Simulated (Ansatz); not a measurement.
The parent structure is HfSi2 (space group Cmcm, No. 63; a = 3.6502 Å, b = 14.3511 Å, c = 3.6352 Å). Axes: x, y, z lie along a, b, c of the conventional cell.

The values are results of Ansatz (a first-principles code), PBEsol, PAW, cutoff 420 eV, spin-orbit coupling left out, earlier PAW set, not measurements.

Strains are applied to the cell and any free atomic positions relax; under stress the whole cell relaxes.

One change was made to it. Results:

| quantity | base | after |
|---|---|---|
| energy relative to the base (free energy F) | 0 meV/atom | +21 meV/atom |
| shortest interatomic distance | 2.412 Å | 2.349 Å |

**Question.** Name the change that was made.
(A) uniaxial stress, 5 GPa compression along z
(B) tensor shear ε_yz = +3.00 %
(C) strain tensor (xx, yy, zz, yz, xz, xy) = (−0.01, +0.68, +0.27, +0.58, +0.21, −0.33) %

**Answer.** B, tensor shear ε_yz = +3.00 %. For comparison, the energy relative to the base in the other runs: strain tensor (xx, yy, zz, yz, xz, xy) = (−0.01, +0.68, +0.27, +0.58, +0.21, −0.33) % gives +1.8 meV/atom; uniaxial stress, 5 GPa compression along z gives +5.1 meV/atom.

Without a gap, meshes like the base's 13×13×13 leave anisotropic stresses uncertain by several tenths of a GPa, and small strain energies with them. Stability under load was not tested beyond the relaxation. All final runs are without spin polarisation.
